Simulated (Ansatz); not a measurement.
How far PBE and PBEsol part for hypothetical cubic perovskite BaSnSe3, pressure 5 GPa

Start from BaSnSe3 in the cubic perovskite structure (space group Pm-3m, No. 221; a = 5.3604 Å; a hypothetical phase, not in the database extracts checked).

(Cell as relaxed with PBE.)

Levels (all Ansatz, a first-principles code, PAW): PBE (420 eV, spin-orbit coupling left out); PBEsol (420 eV, no SOC).

Each level relaxes its own structure.

```tsv
base	PBE	PBEsol
volume per atom	30.80 Å³	29.27 Å³
lattice parameter a	5.360 Å	5.270 Å
band gap	zero	zero
```

It is then changed as follows: cell and atoms relaxed at a pressure of 5 GPa.

```tsv
quantity	PBE	PBEsol
shortest interatomic distance	2.599 Å	…
band gap	zero	…
```

Problem. What does PBEsol give?

Solution. 
- shortest interatomic distance, PBEsol: 2.563 Å
- band gap, PBEsol: zero

PBE's shortest interatomic distance lies 0.0351 Å above PBEsol's (1.4 %); the two agree on the band gap. Neither level is exact; PBEsol is the comparison here, not a measurement.

Load acts through the strain it causes; cell and atoms are relaxed under it. Whether these cells are dynamically stable was not tested. Competing high-pressure phases were not computed. The final runs are not spin-polarised. Many cubic perovskites are stable only at high temperature; tilts and polar distortions were not tested.
